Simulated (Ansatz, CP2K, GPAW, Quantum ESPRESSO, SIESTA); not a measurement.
One structure in several programs: NiSb (P6_3/mmc, 4 atoms in the cell)

Self-consistent single point.

```
CELL_PARAMETERS angstrom
      1.97836    -3.42662     0.00000
      1.97836     3.42662     0.00000
      0.00000     0.00000     5.16488
ATOMIC_POSITIONS crystal
  Ni 0.00000 0.00000 0.50000
  Ni 0.00000 0.00000 0.00000
  Sb 0.33333 0.66667 0.25000
  Sb 0.66667 0.33333 0.75000
```

All programs got the same cell, k-point mesh and kind of occupations (in Ansatz's words: kpoints.mp_grid.grid = 8 8 5; scf.occupations.method = gaussian; scf.occupations.width = 0.2 eV); potentials, basis and cutoffs are each program's usual ones.

```tsv
code	model	pressure (GPa)	k-points	cutoff
Ansatz	PBE, default PAW files	0.97	30	default
SIESTA	GGA PBE, numerical atomic orbitals DZP, PseudoDojo PBE standard norm-conserving potentials (rewritten from UPF to PSML)	3.09	168	grid 350 Ry
GPAW	PBE, GPAW PAW datasets PBE (gpaw-data 1.0.1)	0.80	30	800 eV
CP2K	PBE, GPW, DZVP-MOLOPT-SR-GTH basis, GTH-PBE potentials (GTH_POTENTIALS)	3.99	162	grid 600 Ry
Quantum ESPRESSO	PBE, PSlibrary PAW (PBE) pseudopotentials	0.62	30	50 Ry
```

The spread over the programs that give each value: pressure within 3.37 GPa.

The starting cell has typed, rounded lattice constants, without a prior relaxation at this level. Its lattice was rescaled by a random factor within 2.5 % of one. On Ansatz's run: Spin-orbit coupling is off. Spin polarisation is off.

Problem. Why do the programs differ, and what cannot be compared?

Solution. Differences of this kind can come from the potentials, where these differ, and from what each basis and cutoff leave unconverged. The valence holds different numbers of electrons (Ansatz (a quantum-chemistry and plane-wave program) 66, SIESTA 66, GPAW 62, CP2K 46, Quantum ESPRESSO 30). The zero of total energies and Fermi levels follows the potentials and each program's conventions, so they are not compared here. SIESTA and CP2K use small atom-centred bases, whose incompleteness enters pressures, forces and empty levels differently from a plane-wave cutoff. Ansatz's pressure is given at a fixed set of plane waves, as the other plane-wave codes print theirs; with its correction for the finite basis it is 1.03 GPa. The programs reduce the same mesh by symmetry to different extents, which changes the work and not the result. In the pressure, SIESTA (by 2.29) and CP2K (by 3.19) lie more than 1 GPa from the median of the plane-wave programs.

Left out of this page: ABINIT (with a known weakness of the program); Elk and FLEUR (not drawn, or without a comparable value).

Keys are those of Ansatz 0.2.
